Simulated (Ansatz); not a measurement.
# KTaO3, pressure series

Take KTaO3 in the cubic perovskite structure (space group Pm-3m, No. 221) as the base.

KTaO3 is modelled in the cubic space group Pm-3m (No. 221), the cubic perovskite structure, Pearson symbol cP5. Cell: a = b = c = 4.023 Å, α = β = γ = 90.00°. K on 1a is coordinated by 12 O at 2.845 Å (cuboctahedral). Ta on 1b has 6 O at 2.012 Å (octahedral). O on 3c sees 2 Ta at 2.012 Å and 4 K at 2.845 Å (octahedral). (Neighbours: up to the widest gap in distance over summed covalent radii, below 1.35, at either atom; cation-cation and far metal-metal contacts left out.)

Cell and atoms are relaxed at each pressure.

The values are results of Kohn–Sham DFT with the PBE functional, run in Ansatz (a first-principles code) with PAW and 420 eV plane waves, without spin-orbit coupling, earlier PAW set, not measurements.

Notes on the quantities. enthalpy: H = E + PV relative to the base's energy.

```
variant           smallest direct gap       enthalpy  band gap  lattice parameter a
----------------  -------------------  -------------  --------  -------------------
base                          2.81 eV              –   2.17 eV              4.023 Å
pressure −2 GPa               2.78 eV  -0.16 eV/atom   2.15 eV              4.038 Å
pressure −1 GPa               2.80 eV  -0.08 eV/atom   2.16 eV              4.030 Å
pressure 1.8 GPa              2.82 eV  +0.15 eV/atom   2.19 eV              4.011 Å
pressure 4.2 GPa              2.85 eV  +0.34 eV/atom   2.22 eV              3.995 Å
pressure 9 GPa                2.89 eV  +0.72 eV/atom   2.27 eV              3.966 Å
pressure 18 GPa               2.94 eV  +1.40 eV/atom   2.35 eV              3.918 Å
pressure 30 GPa               2.99 eV  +2.28 eV/atom   2.44 eV              3.864 Å
pressure 45 GPa               3.02 eV  +3.34 eV/atom   2.52 eV              3.808 Å
pressure 60 GPa               3.02 eV  +4.36 eV/atom   2.59 eV              3.760 Å
```

Spin-orbit coupling, missing from the scalar runs, can matter with Ta. Load acts through the strain it causes; cell and atoms are relaxed under it. No phonon test of stability was made. No other phases were tried under pressure.
